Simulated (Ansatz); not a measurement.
Li on the (0001) surface of wurtzite GaN (2x2 Ga adatom at T4; a constructed slab, bottom: 3 H on 4 bottom sites), one in a cell of 36 Å², energies for each. Energies are against an atom of bcc Li, without zero-point or thermal terms; each row is named by its start (#2, #3: further inequivalent places of a kind).

Host crystal: wurtzite GaN, with a band gap (PBE, scalar-relativistic without spin-orbit coupling).

All values below come from PBE (plane waves to 420 eV, PAW; Ansatz, a first-principles code).

Model: 45-atom slab, 13.9 Å thick at the start with caps and adatoms under the adsorbate (thin: gaps and levels are the slab's own), 4x4x1 mesh, Fermi-Dirac 0.01 eV, dipole correction, 23 atoms held, the rest relaxed; each run with such symmetry as its start has; spin-polarised, no spin-orbit, no U, no dispersion correction.

A negative adsorption energy means that the adsorbate is more stable on the surface than in its reference. Starts that drift may end in the same place. Heights count from the host atoms within 0.3 Å of the top one. Moments of ungapped slabs depend on the mesh.

```
starting site                           E_ads (eV)  height (Å)  nearest host atom (Å)  bonded to  change of the vacuum step (eV)  lateral drift (Å)  moment (μB)
--------------------------------------  ----------  ----------  ---------------------  ---------  ------------------------------  -----------------  -----------
top Ga                                        0.85        2.48                Ga 2.48         Ga                           -2.18                0.0          0.1
over Ga at depth 1.7 Å                       -0.42        0.14                Ga 2.83       3 Ga                           -1.17                1.9          0.1
over Ga at depth 1.7 Å #2                    -0.42        0.14                Ga 2.83       3 Ga                           -1.17                1.9          0.1
hollow Ga-Ga-Ga                              -0.42        0.14                Ga 2.84       3 Ga                           -1.17                0.0          0.1
hollow Ga-Ga-Ga over Ga at depth 2.1 Å        0.19        0.70                Ga 2.57         Ga                           -2.09                0.0          0.9
```
